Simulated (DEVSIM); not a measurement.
System: Schottky contact on p-type Si, at 300 K.

Layer 1 from the left is Si, thickness (μm) 19.0, Na (cm⁻³) 2.8e15, τn (s) 7.8e-7, τp (s) 7.8e-7.

Left contact: Schottky, work function 4.474 eV, emission velocity 3.5e6 cm/s. Right contact: ohmic. Voltage is applied to the left contact. Recombination: SRH at mid-gap, radiative. Gap narrowing is on: ΔEg = 6.92 meV × (l + √(l² + 0.5)), l = ln(N/1.3e17 cm⁻³), shared equally by both band edges. Mobility is μmin + (μ − μmin)/(1 + (N/Nref)^α).

This is a model device: material constants are rounded textbook-type values typed into the input, and sizes, dopings and lifetimes were drawn at random. Values at 300 K.

Si: gap (eV) 1.124, affinity (eV) 4.05, permittivity 11.7, Nc (cm⁻³) 2.86e19, Nv (cm⁻³) 3.1e19, μn (cm²/Vs) 1417, μp (cm²/Vs) 470, μn,min 52, μp,min 45, Nref,n 9.7e16, Nref,p 2.2e17, αn 0.68, αp 0.72, B (cm³/s) 4.7e-15.

Model (solved in DEVSIM): 1D drift-diffusion, Boltzmann statistics, complete ionisation; no tunnelling, impact ionisation, image-force lowering or self-heating. Metal contacts follow the ideal Schottky-Mott rule: no Fermi-level pinning, no interface dipoles.

Dark forward current:

| |V| (V) | |J| (A/cm²) |
|---|---|
| 0.05 | 0.0001253 |
| 0.10 | 0.0009684 |
| 0.15 | 0.006606 |
| 0.20 | 0.04348 |
| 0.25 | 0.2638 |
| 0.30 | 1.214 |
| 0.35 | 3.482 |
| 0.40 | 6.832 |
| 0.45 | 10.81 |
| 0.50 | 15.14 |
| 0.55 | 19.69 |
| 0.60 | 24.38 |
| 0.65 | 29.18 |
| 0.70 | 34.06 |
| 0.75 | 39.00 |
| 0.80 | 43.98 |
| 0.85 | 49.00 |
| 0.90 | 54.05 |
| 0.95 | 59.12 |
| 1.00 | 64.22 |
| 1.05 | 69.34 |
| 1.10 | 74.47 |
| 1.15 | 79.62 |
| 1.20 | 84.78 |
| 1.25 | 89.95 |
| 1.30 | 95.14 |

Task: Work out the local ideality factor n = ΔV / (kT/q · ln(J2/J1)) between the rows 0.15 and 0.20 V, 1.25 and 1.30 V.

Result: kT/q = 25.85 mV. From 0.15 to 0.20 V: ln(0.04348/0.006606) = 1.884, n = 1.03, near the 1 of diffusion or emission over a barrier. From 1.25 to 1.30 V: ln(95.14/89.95) = 0.056, n = 34.48; the layers' resistance at their doping, Σ W/(qμN) = 0.0094 Ω cm², would take 49 mV of this step of 50 mV.

Task: Estimate the current at 0.15 V for emission alone, J0 = q v N_band exp(−φB/kT), and read the barrier back from the simulated current.

Result: φB = 0.700 eV, N_band = 3.10e19 cm⁻³, J0 = 3.02e-5 A/cm²; J = J0 (exp(qV/kT) − 1) = 0.00997 A/cm². The simulation gives 0.00661 A/cm²; the estimate lies 51 % above. Read backwards, the simulated current gives an apparent barrier of 0.711 eV. The estimate leaves out transport through the depletion region and minority injection.
